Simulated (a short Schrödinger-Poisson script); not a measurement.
System: single GaAs/Al0.15Ga0.85As quantum well.

```tsv
layer	material	thickness (nm)
1	Al0.15Ga0.85As	20
2	GaAs	15
3	Al0.15Ga0.85As	20
```

Constants are typed, rounded textbook-type inputs, not results; the design itself was drawn at random and stands for no fabricated device. GaAs: direct gap (eV) 1.424, conduction-band edge (eV) 0, electron mass (mₑ) 0.067, heavy-hole mass 0.377, light-hole mass 0.09. Al0.15Ga0.85As: direct gap (eV) 1.611, conduction-band edge (eV) 0.118, electron mass (mₑ) 0.0795, heavy-hole mass 0.392, light-hole mass 0.1035.

The valence-band edge of each layer lies one gap below its conduction-band edge. The electron's potential energy rises along the stack by the applied field. Mesh 0.03 nm at interfaces.

### Question
Estimate e1 and hh1 for infinitely high walls at zero field, and compare with the finite well.

### Answer
ħ²π²/(2mL²) gives 24.9 meV for the electron and 4.4 meV for the heavy hole. The finite well gives 14.2 and 3.3 meV, 0.57 and 0.74 of the estimates, as the states reach into the barriers (3 % of e1 lies outside the well).

Solved with a short Schrödinger-Poisson script written for these runs: one-band effective-mass equation with BenDaniel-Duke matching, electrons, heavy and light holes apart, hard walls at the outer ends, one valence edge for both holes (no strain splitting), no charge, excitons, band mixing or non-parabolicity; under a field the levels are quasi-bound states of a box, listed while three quarters of their weight lies within 4 nm of the wells.
